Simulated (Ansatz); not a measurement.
Base system: TiSi2 (space group Fddd, No. 70).

```
TiSi2
1.0
    0.00000     4.09011     4.24993
    2.38008     0.00000     4.24993
    2.38008     4.09011     0.00000
Si Ti
4 2
Direct
  0.66372   0.33628   0.66372
  0.33628   0.66372   0.33628
  0.58628   0.91372   0.58628
  0.91372   0.58628   0.91372
  0.00000   0.00000   0.00000
  0.25000   0.25000   0.25000
```

Method: PBEsol/PAW in Ansatz (a first-principles code), no spin-orbit coupling.

Base values:

The pressure comes out as 0.0 GPa and the band gap is zero.

Perturbation: an isotropic linear strain of −5.91 %; the atoms relax in the strained cell.

Q: What happens to the energy relative to the base, pressure and band gap?

A: The energy grows by 0.254 eV/atom; the pressure (mean of the normal stresses, compression positive) goes from zero to 41.4 GPa; the band gap is still zero.

Whether these cells are dynamically stable was not tested. All final runs are without spin polarisation.
